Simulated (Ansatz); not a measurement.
GaCl3 (within 0.1 Å of C2/m, No. 12; cell taken from a computed entry), treated with HSE06 (plane waves, PAW; Ansatz, a quantum-chemistry and plane-wave program).

Run with plane-wave cutoff 500 eV, 4×4×4 k mesh, gaussian smearing 0.02 eV, scalar-relativistic PAW data made under PBE.

Cell (relaxed with PBEsol):

Space group C2/m (No. 12); a = 12.0935 Å, b = 6.9723 Å, c = 7.2849 Å, α = γ = 90.00°, β = 124.51°

| atom | site | symmetry | x | y | z |
|---|---|---|---|---|---|
| Ga | 4i | m | 0.1574 | 0.5000 | 0.0876 |
| Cl | 4g | 2 | 0.0000 | 0.2655 | 0.0000 |
| Cl | 4i | m | 0.2994 | 0.0000 | 0.1579 |
| Cl | 4i | m | 0.1905 | 0.0000 | 0.5681 |
(The calculation used a cell of 8 atoms; values per cell refer to that cell.)

Question: What does this level give for the band gap?

Answer: 
- band gap = 5.70 eV (on the SCF k mesh)

Note: cell and atoms aren't relaxed at this level (pressure 0.4 GPa).

Spin–orbit coupling is not included.

Static lattice: no zero-point or thermal effects.

It cost roughly 13 core-minutes of CPU time.
